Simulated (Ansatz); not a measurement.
This concerns the energy of the reaction as written. Reaction: 1/2 cell B + 1/4 F2 (gas) → cell A. A negative value means that the right-hand side lies lower.

Cell A: a slab of TiAl (P4/mmm) cut along (101), 9 atoms, rectangular cell of 2.82 × 4.96 Å (14.0 Å²), symmetry Pm, 8.2 Å thick under 16 Å of vacuum, in-plane vectors held at the crystal's; planes from bottom to top: TiAl × 4 | F; added, foreign or displaced atoms, above the top plane: F bound to 1 Al at 2.00 Å and 2 Ti at 2.15 Å; spin state with PBE: run without spin, k-point mesh 16×9×1.
```yaml
crystal:
  lattice:
    - [2.82370, 0.00000, 0.00000]
    - [0.00000, 4.95814, 0.00000]
    - [0.00000, 0.00000, 23.81639]
  atoms:
    - { symbol: Ti, position: [0.50000, 0.19421, 0.33814] }
    - { symbol: Al, position: [0.00000, 0.69044, 0.33152] }
    - { symbol: Ti, position: [0.50000, 0.87309, 0.43178] }
    - { symbol: Al, position: [0.00000, 0.37476, 0.43188] }
    - { symbol: Ti, position: [0.50000, 0.55422, 0.53014] }
    - { symbol: Al, position: [0.00000, 0.05305, 0.52910] }
    - { symbol: Ti, position: [0.50000, 0.21906, 0.62537] }
    - { symbol: Al, position: [0.00000, 0.74309, 0.62524] }
    - { symbol: F, position: [0.00000, 0.42805, 0.67761] }
```

Cell B: a slab of TiAl (P4/mmm) cut along (101), 17 atoms, rectangular cell of 2.82 × 9.92 Å (28.0 Å²), symmetry Pm, 8.3 Å thick under 16 Å of vacuum, in-plane vectors held at the crystal's; planes from bottom to top: Ti2Al2 × 4 | F; added, foreign or displaced atoms, above the top plane: F bound to 1 Al at 2.03 Å and 2 Ti at 2.13 Å; spin state with PBE: run without spin, k-point mesh 16×5×1.
```yaml
crystal:
  lattice:
    - [2.82370, 0.00000, 0.00000]
    - [0.00000, 9.91628, 0.00000]
    - [0.00000, 0.00000, 23.81639]
  atoms:
    - { symbol: Ti, position: [0.50000, 0.59590, 0.33680] }
    - { symbol: Al, position: [0.00000, 0.34491, 0.33207] }
    - { symbol: Ti, position: [0.50000, 0.43775, 0.43190] }
    - { symbol: Al, position: [0.00000, 0.18881, 0.43397] }
    - { symbol: Ti, position: [0.50000, 0.27764, 0.53282] }
    - { symbol: Al, position: [0.00000, 0.02666, 0.53220] }
    - { symbol: Ti, position: [0.50000, 0.11315, 0.62818] }
    - { symbol: Al, position: [0.00000, 0.86593, 0.62719] }
    - { symbol: Ti, position: [0.50000, 0.09807, 0.33982] }
    - { symbol: Al, position: [0.00000, 0.84647, 0.33205] }
    - { symbol: Ti, position: [0.50000, 0.93873, 0.43349] }
    - { symbol: Al, position: [0.00000, 0.68821, 0.43030] }
    - { symbol: Ti, position: [0.50000, 0.77681, 0.52695] }
    - { symbol: Al, position: [0.00000, 0.52707, 0.52794] }
    - { symbol: Ti, position: [0.50000, 0.61624, 0.62126] }
    - { symbol: Al, position: [0.00000, 0.37643, 0.62958] }
    - { symbol: F, position: [0.00000, 0.21295, 0.68095] }
```

Reference: an isolated F2 molecule (singlet) in a box of 11 × 11 × 13 Å.

Computed with Ansatz (plane waves, PAW), its default PAW set, cutoff 420 eV, 500 eV for r2SCAN. The structures are at rest with PBE, within the held lattices; other levels are single points on them. Neutral cells; Fermi-Dirac smearing of at most 0.10 eV in the solids, energies taken to zero width. The lattices are those relaxed with PBE, so at other levels the solids can be strained, which adds to the spread. A dispersion term (D3(BJ), or D4 for r2SCAN) was computed beside these levels and is taken off wherever the name lacks it. Nuclei at rest; no vibrational terms. Cells are local rest points, mostly with their start's symmetry. Values are for these cell sizes. The cells' k-point meshes differ in density, so the last digit is unsettled. Cell A has symmetry Pm and got no random move, so less symmetric positions, which may lie lower, weren't tried. Cell B has symmetry Pm and got no random move, so less symmetric positions, which may lie lower, weren't tried.

Task: Estimate the value that r2SCAN returns for this input.

Result: -2.56 eV, for 1/2 cell B + 1/4 F2 (gas) → cell A.

Task: List the value at the remaining levels and say how far they part.

Result: 
```csv
Functional,value (eV),less r2SCAN
PBE,-2.36,0.20
```

The levels span 0.20 eV, from r2SCAN (-2.56) to PBE (-2.36).

Ansatz is a quantum-chemistry and plane-wave program.
